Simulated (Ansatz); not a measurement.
Response to strain in LiTi2O4

The reference is LiTi₂O₄ (space group Imm2, No. 44; a cell from a computed database, its experimental status unchecked).

```yaml
crystal:
  lattice:
    - [-1.89965, 2.00823, 4.49003]
    - [1.89965, -2.00823, 4.49003]
    - [1.89965, 2.00823, -4.49003]
  atoms:
    - { symbol: Li, position: [0.67481, 0.67481, 0.00000] }
    - { symbol: Ti, position: [0.38724, 0.88724, 0.50000] }
    - { symbol: Ti, position: [0.10894, 0.10894, 0.00000] }
    - { symbol: O, position: [0.34547, 0.34547, 0.00000] }
    - { symbol: O, position: [0.89262, 0.89262, 0.00000] }
    - { symbol: O, position: [0.60614, 0.10614, 0.50000] }
    - { symbol: O, position: [0.15241, 0.65241, 0.50000] }
```

Cartesian axes are those of the cell as printed.

Strains are applied to the cell and any free atomic positions relax.

Computed with PBEsol in Ansatz (plane waves to 420 eV, PAW, no spin-orbit coupling).

Notes on the quantities. pressure: mean of the normal stresses, compression positive; energy relative to the base: free energy F.

```tsv
case	pressure	largest internal atomic displacement	energy relative to the base	volume per atom
base	0.0 GPa	–	0 meV/atom	9.79 Å³
isotropic strain −2.30 %	15.1 GPa	0.041 Å	+29 meV/atom	9.13 Å³
isotropic strain −1.61 %	10.1 GPa	0.029 Å	+14 meV/atom	9.32 Å³
uniaxial strain ε_yy = +2.37 %	-3.9 GPa	0.012 Å	+6.5 meV/atom	10.02 Å³
```

Without a gap, meshes like the base's 15×15×15 leave anisotropic stresses uncertain by several tenths of a GPa, and small strain energies with them. No phonon test of stability was made. No Hubbard U is applied, and correlation can decide whether such a compound is a metal. All final runs are without spin polarisation. An odd electron count without spin: LiTi2O4.

Ansatz is an electronic-structure program.
